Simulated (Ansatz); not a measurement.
Base system: ZnS in the wurtzite structure (space group P6_3mc, No. 186; a = 3.7383 Å, c = 6.1429 Å).

Method: Kohn–Sham DFT with the LDA functional, run in Ansatz (a first-principles code) with PAW and 420 eV plane waves, without spin-orbit coupling.

Before the change:

Band gap: 2.19 eV
Width of the top valence band: 2.37 eV

One thing is altered: an isotropic linear strain of +2.40 %, atoms relaxed at fixed cell.

**Question.** What does the calculation give for the band gap after the change?

**Answer.** The band gap shrinks by 0.32 eV, from 2.19 eV to 1.87 eV.

**Question.** How does this affect the width of the top valence band?

**Answer.** The width of the top valence band decreases by 0.241 eV (2.37 eV → 2.12 eV).

Whether these cells are dynamically stable was not tested.
